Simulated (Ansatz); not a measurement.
# Quick settings and what they miss: Lu2CdPd2 (P4/mbm, 10 atoms in the cell)

Self-consistent single point.

```
CELL_PARAMETERS angstrom
      7.75611     0.00000     0.00000
      0.00000     7.75611     0.00000
      0.00000     0.00000     3.64852
ATOMIC_POSITIONS crystal
  Lu 0.66872 0.16872 0.50000
  Lu 0.33128 0.83128 0.50000
  Lu 0.83128 0.66872 0.50000
  Lu 0.16872 0.33128 0.50000
  Cd 0.00000 0.00000 0.00000
  Cd 0.50000 0.50000 0.00000
  Pd 0.13163 0.63163 0.00000
  Pd 0.86837 0.36837 0.00000
  Pd 0.36837 0.13163 0.00000
  Pd 0.63163 0.86837 0.00000
```

Level of theory: LDA (PW92), default PAW files made with PBE (plane waves; Ansatz, a program for electronic structure).

Base settings: basis.ecutwfc = 420 eV; kpoints.mp_grid.grid = 3 3 7; hamiltonian.xc = lda; hamiltonian.pseudopotentials = {kind: paw} (the program's default PAW files); scf.occupations.method = cold; scf.occupations.width = 0.2 eV.

Tight run (finer mesh or higher cutoff; not a proven limit): basis.ecutwfc: 420 eV → 590 eV; kpoints.mp_grid.grid: 3 3 7 → 5 5 10; scf.convergence.dr2_threshold: default (1e-07 eV) → 1e-09 eV. It gave Fermi level (on the code's own zero) 15.28 eV; pressure -10.04 GPa; largest force (vector length) 0.189 eV/Å.

Quick runs, as changes from the base:
- A: basis.ecutwfc: 420 eV → 210 eV; kpoints.mp_grid.grid: 3 3 7 → 4 4 4; kpoints.mp_grid.shift: default → 0.5 0.5 0.5
- B: basis.ecutwfc: 420 eV → 250 eV; kpoints.mp_grid.grid: 3 3 7 → 6 6 6; hamiltonian.xc: lda → pbesol; scf.occupations.width: 0.2 eV → 0.5 eV; scf.convergence.dr2_threshold: default (1e-07 eV) → 0.001 eV [PBEsol]
- C: basis.ecutwfc: 420 eV → 335 eV; kpoints.mp_grid.grid: 3 3 7 → 2 2 2
- D: basis.ecutwfc: 420 eV → 295 eV; kpoints.mp_grid.grid: 3 3 7 → 4 4 4; hamiltonian.xc: lda → pbesol [PBEsol]

Energies are extrapolated to zero smearing width, which holds to low order in the width alone.

Dashes: energy of B, D, another energy zero.

† marks runs with another functional, U, potentials or spin treatment: their distance from the tight run is not a convergence error alone.

The count of work is k-points × plane waves × bands × iterations; it is no time. 

Pressures in the table are Ansatz's without its Pulay estimate, at a fixed set of plane waves; the tight run's value above holds the estimate.

The starting cell comes from a database of computed structures (which also holds hypothetical and non-ambient phases and stackings), without a prior relaxation at this level. Its lattice was rescaled by a random factor within 2.5 % of one. Spin polarisation is off. In the base run, with a pressure of about -10 GPa the cell is away from its equilibrium volume at this level.

```tsv
run	energy less tight (meV/atom)	pressure less tight (GPa)	largest miss in a force vector (eV/Å)	count of work / tight
A	7365.5	-280.06	0.141	0.032
B†	–	-70.99	0.163	0.17
C	87.1	-0.64	0.071	0.059
D†	–	-8.31	0.096	0.14
```

Among the runs at the tight run's level, the energy misses run from 87.1 to 7365.5 meV/atom.

Left out of this page: 1 run of the series outside the window shown, repeating another row's setting, or not comparable.

Keys are those of Ansatz 0.2.
